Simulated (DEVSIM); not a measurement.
Structure: Si p-i-n diode, at 300 K.

| layer (left to right) | material | thickness (μm) | Nd (cm⁻³) | Na (cm⁻³) | τn (s) | τp (s) |
|---|---|---|---|---|---|---|
| 1 | Si | 0.380 | - | 5.4e18 | 0.00083 | 0.00083 |
| 2 | Si | 4.30 | 6.7e13 | - | 0.00083 | 0.00083 |
| 3 | Si | 1.20 | 2.4e18 | - | 0.00083 | 0.00083 |

Left contact: ohmic. Right contact: ohmic. Voltage is applied to the left contact. Recombination: SRH at mid-gap, radiative, Auger. Mobility is constant in doping.

This is a model device: material constants are rounded textbook-type values typed into the input, and sizes, dopings and lifetimes were drawn at random. Values at 300 K.

```
parameter           Si
-------------  -------
gap (eV)         1.124
affinity (eV)     4.05
permittivity      11.7
Nc (cm⁻³)      2.86e19
Nv (cm⁻³)       3.1e19
μn (cm²/Vs)       1417
μp (cm²/Vs)        470
B (cm³/s)      4.7e-15
Cn (cm⁶/s)     2.8e-31
Cp (cm⁶/s)     9.9e-32
```

Model (solved in DEVSIM): 1D drift-diffusion, Boltzmann statistics, complete ionisation; no tunnelling, impact ionisation, image-force lowering or self-heating.

Task: Give the small-signal capacitance in reverse bias (quasi-static).

Result: 
| V (V) | C (nF/cm²) |
|---|---|
| -0.4 | 2.85 |
| -1 | 2.61 |
| -2 | 2.51 |
| -3 | 2.48 |
| -4 | 2.46 |
| -6 | 2.44 |
| -8 | 2.43 |
| -10 | 2.43 |
| -13 | 2.42 |
| -16 | 2.42 |
| -20 | 2.42 |
